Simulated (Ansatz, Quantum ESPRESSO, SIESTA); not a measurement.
# Code comparison for NaTlO (P6_3mc, 6 atoms in the cell)

Self-consistent single point.

```
CELL_PARAMETERS angstrom
      3.48439     0.00000     0.00000
     -1.74219     3.01757     0.00000
      0.00000     0.00000    11.39459
ATOMIC_POSITIONS crystal
  Na 0.66667 0.33333 0.89389
  Na 0.33333 0.66667 0.39389
  Tl 0.33333 0.66667 0.11572
  Tl 0.66667 0.33333 0.61572
  O  0.00000 0.00000 0.99040
  O  0.00000 0.00000 0.49040
```

Shared settings, as Ansatz (a program for electronic structure) writes them: kpoints.mp_grid.grid = 7 7 2; magnetization.spin_orbit = true; scf.occupations.method = fixed. Potentials and cutoffs stand in the table.

```tsv
code	model	pressure (GPa)	largest force (eV/Å)	gap on the mesh (eV)	cutoff
SIESTA	GGA PBEsol with spin-orbit coupling, numerical atomic orbitals DZP, PseudoDojo PBEsol fully relativistic norm-conserving potentials (rewritten from UPF to PSML)	–	0.047	0.864	grid 300 Ry
Ansatz	PBEsol with spin-orbit coupling, PAW files made with PBE	-0.83	0.130	0.939	default
Quantum ESPRESSO	PBEsol, spin-orbit coupling, PseudoDojo fully relativistic norm-conserving (PBESOL) pseudopotentials	-0.49	0.101	0.922	90 Ry
```

Size of the force on each atom (eV/Å): Sizes of forces hide their directions.

| code | Na1 | Na2 | Tl3 | Tl4 | O5 | O6 |
|---|---|---|---|---|---|---|
| SIESTA | 0.016 | 0.016 | 0.047 | 0.047 | 0.029 | 0.029 |
| Ansatz | 0.019 | 0.019 | 0.111 | 0.111 | 0.130 | 0.130 |
| Quantum ESPRESSO | 0.019 | 0.019 | 0.082 | 0.082 | 0.101 | 0.101 |

A dash marks a value that a program does not give, or that is left out as unsure.

Gaps are read on the mesh.

The spread over the programs that give each value: pressure within 0.34 GPa; largest force within 0.083 eV/Å; gap on the mesh within 0.075 eV.

SIESTA uses small atom-centred bases, whose incompleteness enters pressures, forces and empty levels differently from a plane-wave cutoff. Ansatz's pressure is given at a fixed set of plane waves, as the other plane-wave codes print theirs; with its correction for the finite basis it is -0.68 GPa. In the force vectors, SIESTA (by 0.087) lies more than 0.08 eV/Å from the median of the plane-wave programs.

The starting cell comes from a database of computed structures (which also holds hypothetical and non-ambient phases and stackings), without a prior relaxation at this level.

Keys are those of Ansatz 0.2.
